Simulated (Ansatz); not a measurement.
Checking a run of Ansatz (an electronic-structure program) on La2Mg (P1, 6 atoms in the cell). The aim is a self-consistent single point with DFT, PBEsol, plane waves, default PAW files made with PBE.

Cell that was meant: a = 6.5144 Å, b = 6.5144 Å, c = 8.9169 Å, α = 109.55°, β = 109.55°, γ = 33.37°.

Part of the input:

Ansatz 0.2 input:
```yaml
    - { symbol: Mg, position: [0.327675, 0.323111, 0.448489] }
    - { symbol: Mg, position: [0.667234, 0.683425, 0.550755] }
basis:
  ecutwfc: 12.5 Ry
kpoints:
  mp_grid: { grid: [6, 6, 3], shift: [0.5, 0.5, 0.5] }
hamiltonian:
```

Output, abridged:

```
   [... lines left out ...]
PAW frozen core: Mg, regenerated for the run's functional, and the local potential with it
Initial density: superposition of atomic densities (neutral atoms: chi_scale 0, normalization atom), corrected by the library's trained network
Initial wavefunctions: pseudopotential atomic-orbital guess
Eigensolver: davidson
Functional: x = pbesol(κ = 0.804, μ = 0.12345679012345678), c = pbesol(β = 0.046)
SCF iter   1: F=—  HF=-28450.117312 eV  |F-HF|=—  |Δ(HF+E_count)|=         —  Δρ=3.40e-2  dr2=6.60e-1  ethr=1.77e-3  ⟨swp⟩=6.8  Hψ=9253  notcnv=0
all-band conjugate gradients solve this SCF's bands
preconditioner: auto → Kerker (q_TF=auto, 2.266 Å⁻¹)
SCF iter   2: F=—  HF=-28449.445004 eV  |F-HF|=—  |Δ(HF+E_count)|=   6.72e-1  S|Δr|=    0.00e0  Δρ=1.45e-2  dr2=1.33e-1  ethr=1.03e-3  ⟨swp⟩=2.0  Hψ=4566  notcnv=0  defer=65
   [... lines left out ...]
SCF iter   6: F=—  HF=-28449.366363 eV  |F-HF|=—  |Δ(HF+E_count)|=   1.41e-4  S|Δr|=    0.00e0  Δρ=2.25e-5  dr2=2.07e-6  ethr=6.70e-8  ⟨swp⟩=2.0  Hψ=2514  notcnv=0  defer=70
SCF iter   7: F=—  HF=-28449.366362 eV  |F-HF|=—  |Δ(HF+E_count)|=   3.70e-7  S|Δr|=    0.00e0  Δρ=4.54e-6  dr2=1.03e-7  ethr=3.23e-9  ⟨swp⟩=2.0  Hψ=2484  notcnv=0  defer=70
SCF iter   8: F=-28449.366362 eV  HF=-28449.366362 eV  |F-HF|=1.52e-8  |Δ(HF+E_count)|=   7.09e-9  S|Δr|=    0.00e0  Δρ=1.35e-6  dr2=1.83e-8  ethr=1.56e-10  ⟨swp⟩=8.1  Hψ=6847  notcnv=0
SCF 1 converged in 8 iterations: F = -28449.366362 eV  dr2 = 1.83e-8
Stability not checked (fill_not_monotonic)
Free energy (F): -28449.366362 eV
Internal energy: -28449.365465 eV  (E = F + TS)
E sigma→0 (E₀):  -28449.366063 eV
Entropy (-TS):   -0.000898 eV (-0.150 meV/atom)
Fermi energy:    9.554930 eV
--- Forces (eV/Å), atoms counted from 1 ---
  atom   1  La     0.20165655     0.15755588    -0.02181494
  atom   2  La    -0.00486639     0.05737499     0.15280582
  atom   3  La    -0.29289182    -0.12106885     0.00295789
   [... lines left out ...]
  atom   6  Mg    -0.12703489    -0.11424704     0.25610532
--- Stress (GPa, compression-positive) ---
       -1.155405       0.112196       0.001644
        0.112196      -0.821455      -0.009350
        0.001644      -0.009350      -0.258899
  P = ⅓ Tr σ = -0.7453 GPa (-7.453 kbar)
  The stress holds the Pulay correction. Without it, at fixed plane waves, as pw.x and ABINIT print it: P = -64.3919 GPa
```

Problem. Is this run sound? If not, what is wrong?

Solution. The run is not sound. The fault is a basis or grid far too coarse for these potentials. The error of an incomplete plane-wave basis or grid does not cancel at such settings. To fix it, restore the cutoff that the potentials need and check convergence. The run converged in 8 iterations without an error; against the sound input the free energy rises by 3.32 eV/atom, the pressure goes from -1.64 to -0.75 GPa and the largest force goes from 0.186 to 0.327 eV/Å. At a fixed set of plane waves, without the program's Pulay estimate, the pressure is -64.39 GPa against -1.64 GPa.

The sound input it was made from differs as follows (other fixes are possible):
```diff
-  ecutwfc: 12.5 Ry
+  ecutwfc: 30.9 Ry
```

With that input, the run converged in 8 iterations: free energy E − TS (on the zero of these files) -28469.3005 eV; Fermi level (on the code's own zero) 9.49 eV; pressure -1.64 GPa; largest force (vector length) 0.186 eV/Å (DFT, PBEsol, plane waves, default PAW files made with PBE).

On the sound input: the starting cell comes from a database of computed structures (which also holds hypothetical and non-ambient phases and stackings), without a prior relaxation at this level. Its atoms were displaced at random from the sites of space group no. 12. Ansatz's pressure includes its estimate of the finite-basis (Pulay) stress.
